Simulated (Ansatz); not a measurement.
**Effect of pressure 4.5 GPa on SiO2**

Consider SiO$_{2}$ in the rutile structure (space group P4_2/mnm, No. 136; a = 4.1945 Å, c = 2.6785 Å).

It is then changed as follows: cell and atoms relaxed at a pressure of 4.5 GPa.

All numbers come from PBEsol (Ansatz, an electronic-structure program, PAW, scalar-relativistic without spin-orbit coupling). k-mesh 8×8×12 (Γ-centred); smearing 0.05 eV (Fermi–Dirac).

| quantity | base | changed | shift |
|---|---|---|---|
| volume per atom | 7.85 Å³ | 7.74 Å³ | -0.118 Å³ |
| density | 4.23 g/cm³ | 4.30 g/cm³ | +0.065 g/cm³ |
| lattice parameter a | 419.5 pm | 416.9 pm | -2.54 pm |
| c/a ratio | 0.639 | 0.641 | +0.002 |
| shortest interatomic distance | 176.6 pm | 176.0 pm | -0.53 pm |
| enthalpy H = E + PV relative to the base's energy | – | +0.22 eV/atom | – |
| band gap | 5.35 eV | 5.59 eV | +0.235 eV |
| gap character | direct at Γ | direct at Γ | – |
| mean gap deformation potential ΔEg/Δln V | – | -15.5 eV | – |
| width of the top valence band | 2.67 eV | 2.72 eV | +0.05 eV |
| electron mass | 0.37 mₑ along c, 0.47 mₑ across (at Γ) | 0.38 mₑ along c, 0.49 mₑ across (at Γ) | – |
| hole mass | 1.8 mₑ along c, 1.1 mₑ across (at Γ) | 1.7 mₑ along c, 1.1 mₑ across (at Γ) | – |
| valence-band top at Γ (three highest levels, from the VBM) | 0.00, -0.88, -0.88 eV | 0.00, -0.89, -0.89 eV | – |

Load acts through the strain it causes; cell and atoms are relaxed under it. Effective masses come from finite differences of ±0.01 Å⁻¹. No phonon test of stability was made.
